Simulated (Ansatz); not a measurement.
The reference is BaTiO$_{3}$ in the cubic perovskite structure (space group Pm-3m, No. 221; a = 3.970 Å). Axes: x, y, z lie along the cube axes.

The values are results of PBEsol (Ansatz, an electronic-structure program, PAW, without spin-orbit coupling), not measurements.

For the base:

```
Item                Value
---------------  --------
Volume per atom  12.51 Å³
```

Now apply this change: biaxial strain −2.40 %, plane normal [001], relaxed out of plane (Cartesian); in-plane vectors clamped, the third vector and the atoms free.

Question: Predict the new volume per atom.

Answer: The volume per atom drops by 0.38 Å³ (12.51 Å³ → 12.13 Å³).

Question: Estimate the effect on the energy relative to the base.

Answer: The energy grows by 17 meV/atom.

Stability against distortions was not tested. The final runs are not spin-polarised. Many cubic perovskites are stable only at high temperature; tilts and polar distortions were not tested. This is not the structure that BaTiO3 has at room temperature and ambient pressure.
